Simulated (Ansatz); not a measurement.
The starting structures come from a database of crystals and need not be the phases stable at ambient conditions.

Consider the following.

```xyz
10
Lattice="6.2190 0.0000 -0.0128 0.0000 7.4370 0.0000 2.0333 0.0000 6.0111" Properties=species:S:1:pos:R:3 pbc="T T T"
Zr     1.5548     6.2026    -0.0032
Zr     4.6643     1.2344    -0.0096
Cl     7.6186     2.7137     4.4605
Cl     0.6337     4.7233     1.5378
Cl     3.7432     2.7137     1.5314
Cl     4.5091     4.7233     4.4669
Cl     3.6004     6.6345     1.3687
Cl     4.6520     0.8025     4.6296
Cl     7.7615     6.6345     4.6232
Cl     0.4908     0.8025     1.3751
```

Space group of this cell: P2/c. The cell was relaxed by PBE-D3(BJ).

Transport runs along the normal of the first two printed cell vectors.

No gap correction and no spin-orbit coupling; mid-gap values are interpolated between computed energies.

Give the band gap and the smallest decay constant κ at mid-gap that r2SCAN (Ansatz, a quantum-chemistry and plane-wave program) yields.

Gap 3.99 eV on a 6×4×6 mesh; κ = 0.414 1/Å, at the zone centre.
